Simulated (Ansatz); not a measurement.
Amorphous Ga$_{24}$O$_{37}$Mg, 62 atoms at 4.94 g/cm³, one PBE-relaxed geometry, zone centre. Methods: PBE, scalar-relativistic without spin-orbit coupling (Ansatz, an electronic-structure program); r2SCAN, scalar-relativistic without spin-orbit coupling (Ansatz); HSE06, scalar-relativistic without spin-orbit coupling (Ansatz). Plane waves to 420 eV (r2SCAN 500 eV); exact exchange is cut at the cell's faces. At PBE the levels at the filled edge of the gap are localised (band-tail or defect states), and the nearest spread-out levels lie 1.8 eV apart at the zone centre. All rungs ran without spin polarisation.

The cell was made by melting and quenching with the CHGNet potential and then relaxed with DFT. O atoms were pushed apart under 1.9 Å during the dynamics, to hinder bonds among them. The hot cell started wider than the set density and was brought back towards it in steps. It is the lowest in DFT energy of 2 quenches. It is a model cell: composition and starting density were chosen by hand, and all elements were melted together. No dispersion term was used. Its density started from a set value of 4.94 and ended at 4.94 g/cm³. Cooling (nominally 330 K/ps over its main leg) ran many orders faster than in experiment, which tends to leave more defects and strain. Values belong to this one cell and scatter from quench to quench. The volume was held where the preparation left it and the shape relaxed, at a PBE pressure of 1.0 GPa. Stress components on the final sampling reach 1.1 GPa.

The relaxation ran on the zone centre alone. At PBE the level gap is 1.53 eV on a 2×2×2 Γ-centred mesh, and the spacing at the zone centre alone 1.51 eV.

### Question
What zone-centre spacing does r2SCAN give, roughly?

### Answer
2.06 eV (+0.54 eV against PBE).

### Question
What zone-centre spacing does HSE06 give, roughly?

### Answer
3.20 eV (+1.68 eV against PBE).

The highest filled and the lowest empty state spread over these numbers of atoms (participation numbers): PBE: 2.6 and 54.8; r2SCAN: 2.6 and 53.9; HSE06: 2.6 and 53.8.
